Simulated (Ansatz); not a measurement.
## Ansatz run on Al (Fm-3m, 1 atom in the cell): self-consistent single point

Level of theory: PBEsol, default PAW files made with PBE (plane waves; Ansatz, a quantum-chemistry and plane-wave program).

This input was run:

Ansatz 0.2 input:
```yaml
# Al
crystal:
  lattice:
    - [0.000000, 2.031075, 2.031075]
    - [2.031075, 0.000000, 2.031075]
    - [2.031075, 2.031075, 0.000000]
  atoms:
    - { symbol: Al, position_ang: [0.000000, 0.000000, 0.000000] }
basis:
  ecutwfc: 420.0 eV
kpoints:
  mp_grid: { grid: [14, 14, 14] }
hamiltonian:
  xc: pbesol
  pseudopotentials: { kind: paw }
scf:
  occupations: { method: gaussian, width: 0.1 eV }
output:
  forces: true
  eigenvalues: true
  stress: true
```

Output, abridged:

```
WARN ansatz: RAYON_NUM_THREADS=1 ignored (pool sized by the plan → 1); use --threads N
Pseudopotentials: kind: paw
Pseudopotential: Al, paw, valence charge 3
Crystal: 1 atoms, lattice volume = 16.757 Å³
Basis set: ecut = 420 eV, 331 PW (Γ), exchange–correlation on 40×40×40 points (8 copies of the dense FFT grid, shifted against one another)
Bands: 6, of which v1, the nominal top of the filled ones, is band 2 counted from 1 (1 counted from 0)
Symmetry: 48 space group operations
Space group: Fm-3m (ITA 225), of the structure as read, at distance tolerance 2.6e-5 Å
k-points: 104 of 2744
PAW frozen core: Al, regenerated for the run's functional, and the local potential with it
Initial density: superposition of atomic densities (neutral atoms: chi_scale 0, normalization atom), corrected by the library's trained network
Initial wavefunctions: pseudopotential atomic-orbital guess
Eigensolver: davidson
Functional: x = pbesol(κ = 0.804, μ = 0.12345679012345678), c = pbesol(β = 0.046)
SCF iter   1: F=—  HF=-524.536429 eV  |F-HF|=—  |Δ(HF+E_count)|=         —  Δρ=6.67e-4  dr2=3.48e-5  ethr=1.77e-3  ⟨swp⟩=4.7  Hψ=5346  notcnv=0
all-band conjugate gradients solve this SCF's bands
preconditioner: auto → none
SCF iter   2: F=—  HF=-524.536459 eV  |F-HF|=—  |Δ(HF+E_count)|=   3.00e-5  Δρ=3.47e-4  dr2=1.00e-5  ethr=1.16e-6  ⟨swp⟩=1.9  Hψ=1564  notcnv=0
SCF iter   3: F=—  HF=-524.536465 eV  |F-HF|=—  |Δ(HF+E_count)|=   6.07e-6  Δρ=2.87e-5  dr2=1.60e-7  ethr=3.33e-7  ⟨swp⟩=1.5  Hψ=654  notcnv=0
iter 4 did not close the SCF: its close was put off for the readings that it lacked (scf_convergence_deferred on its scf_iter line)
SCF iter   4: F=-524.536465 eV  HF=-524.536465 eV  |F-HF|=1.12e-8  |Δ(HF+E_count)|=   4.66e-8  Δρ=1.27e-5  dr2=3.03e-8  ethr=5.33e-9  ⟨swp⟩=1.2  Hψ=591  notcnv=0
iter 5 did not close the SCF: its close was put off for the readings that it lacked (scf_convergence_deferred on its scf_iter line)
SCF iter   5: F=-524.536465 eV  HF=-524.536465 eV  |F-HF|=5.12e-12  |Δ(HF+E_count)|=   1.02e-8  Δρ=3.72e-7  dr2=1.03e-11  ethr=1.01e-9  ⟨swp⟩=1.0  Hψ=577  notcnv=0
SCF iter   6: F=-524.536465 eV  HF=-524.536465 eV  |F-HF|=2.16e-12  |Δ(HF+E_count)|=  3.98e-12  Δρ=1.53e-7  dr2=4.65e-12  ethr=1.00e-12  ⟨swp⟩=2.2  Hψ=2259  notcnv=0
SCF 1 converged in 6 iterations: F = -524.536465 eV  dr2 = 4.65e-12
SCF converged after 6 iterations
Free energy (F): -524.536465 eV
Harris-Foulkes:  -524.536465 eV  (|F-HF|=2.16e-12)
Internal energy: -524.533847 eV  (E = F + TS)
E sigma→0 (E₀):  -524.535156 eV
Entropy (-TS):   -0.002619 eV (-2.619 meV/atom)
Fermi energy:    7.692166 eV
--- Per-component energies (eV) ---
  E_band       = 10.051009
  E_kinetic    = 22.597607
  E_local      = 9.541505  (includes V_loc(G=0)·N_el)
  E_nonlocal   = 10.302067
  E_hartree    = 0.099918
  E_xc         = -39.285548
  E_vxc        = -29.009680  (∫ρ·V_xc dr)
  E_paw        = -454.671955  (= ΣΔE_a)
  E_vpaw       = -3.580324  (= ΣTr[D̂ρ^β])
  E_aug_tail   = -0.000003  (compensation charges beyond the density's cutoff)
  E_ewald      = -73.136577
  E_core_change = 0.019139  (= ΣΔE_core)
  E_smearing   = -0.002619  (= −TS)
  E_closure    = 0.000000  (closes the sum)
  Σ components = -524.536465   (vs F -524.536465, Δ=0.00e0)
--- Forces (eV/Å), atoms counted from 1 ---
  atom   1  Al    -0.00000000    -0.00000000     0.00000000
  max |Σ_I F_I| component: 6.57e-32 eV/Å
--- Stress (GPa, compression-positive) ---
       -2.873171      -0.000000       0.000000
       -0.000000      -2.873171      -0.000000
        0.000000       0.000000      -2.873171
  P = ⅓ Tr σ = -2.8732 GPa (-28.732 kbar)
  The stress holds the Pulay correction. Without it, at fixed plane waves, as pw.x and ABINIT print it: P = -2.9347 GPa
--- Band table (eV; the first three rows and the last of 104) ---
  k-point 0: bands = ["-3.2915", "20.1538", "20.1538", "20.1538", "21.5975", "21.5975"]
  k-point 1: bands = ["-3.1543", "18.0602", "19.7017", "19.7017", "22.2563", "22.2563"]
  k-point 2: bands = ["-2.7437", "15.2214", "19.0779", "19.0779", "22.2058", "23.3448"]
  k-point 103: bands = ["6.3556", "7.5314", "7.6255", "9.1023", "21.6392", "23.0302"]
```

The run converged in 6 iterations.

The starting cell has typed, rounded lattice constants, without a prior relaxation at this level. Its lattice was rescaled by up to half a per cent. Ansatz's pressure includes its estimate of the finite-basis (Pulay) stress.
